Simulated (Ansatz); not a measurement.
**C, pressure series**

Start from C in the diamond structure (space group Fd-3m, No. 227; a = 3.560 Å).

Cell and atoms are relaxed at each pressure.

The values are results of r2SCAN (Ansatz, a quantum-chemistry and plane-wave program), scalar-relativistic without spin-orbit coupling, earlier PAW set, not measurements.

Notes on the quantities. hole mass: degenerate bands, along [100].

```json
[
 {"case": "base", "hole mass": "0.28, 0.28, 0.47 mₑ (at Γ)", "electron mass": "1.6 mₑ along k, 0.28 mₑ across (off the special points)", "lattice parameter a": "6.728 bohr"},
 {"case": "pressure −2 GPa", "hole mass": "0.28, 0.28, 0.47 mₑ (at Γ)", "electron mass": "1.6 mₑ along k, 0.27 mₑ across (off the special points)", "lattice parameter a": "6.738 bohr"},
 {"case": "pressure −1 GPa", "hole mass": "0.28, 0.28, 0.47 mₑ (at Γ)", "electron mass": "1.6 mₑ along k, 0.27 mₑ across (off the special points)", "lattice parameter a": "(withheld)"},
 {"case": "pressure 1.8 GPa", "hole mass": "0.28, 0.28, 0.47 mₑ (at Γ)", "electron mass": "1.6 mₑ along k, 0.27 mₑ across (off the special points)", "lattice parameter a": "6.719 bohr"},
 {"case": "pressure 4.2 GPa", "hole mass": "0.28, 0.28, 0.47 mₑ (at Γ)", "electron mass": "1.6 mₑ along k, 0.27 mₑ across (off the special points)", "lattice parameter a": "6.707 bohr"},
 {"case": "pressure 9 GPa", "hole mass": "0.27, 0.27, 0.48 mₑ (at Γ)", "electron mass": "1.5 mₑ along k, 0.27 mₑ across (off the special points)", "lattice parameter a": "(withheld)"},
 {"case": "pressure 18 GPa", "hole mass": "0.27, 0.27, 0.49 mₑ (at Γ)", "electron mass": "1.6 mₑ along k, 0.27 mₑ across (off the special points)", "lattice parameter a": "6.645 bohr"},
 {"case": "pressure 30 GPa", "hole mass": "0.27, 0.27, 0.49 mₑ (at Γ)", "electron mass": "1.7 mₑ along k, 0.27 mₑ across (off the special points)", "lattice parameter a": "6.595 bohr"},
 {"case": "pressure 45 GPa", "hole mass": "0.26, 0.26, 0.50 mₑ (at Γ)", "electron mass": "1.6 mₑ along k, 0.28 mₑ across (off the special points)", "lattice parameter a": "(withheld)"},
 {"case": "pressure 60 GPa", "hole mass": "0.26, 0.26, 0.51 mₑ (at Γ)", "electron mass": "1.7 mₑ along k, 0.27 mₑ across (off the special points)", "lattice parameter a": "6.487 bohr"}
]
```

### Question
Complete the table.

### Answer

- pressure −1 GPa, lattice parameter a: 6.733 bohr
- pressure 9 GPa, lattice parameter a: 6.685 bohr
- pressure 45 GPa, lattice parameter a: 6.539 bohr

The levels and masses belong to the bands next to the band gap. Load acts through the strain it causes; cell and atoms are relaxed under it. Masses are band curvatures over ±0.01 Å⁻¹ around the edge. Along k means along the line from Γ to the band edge. No phonon test of stability was made. Competing high-pressure phases were not computed.
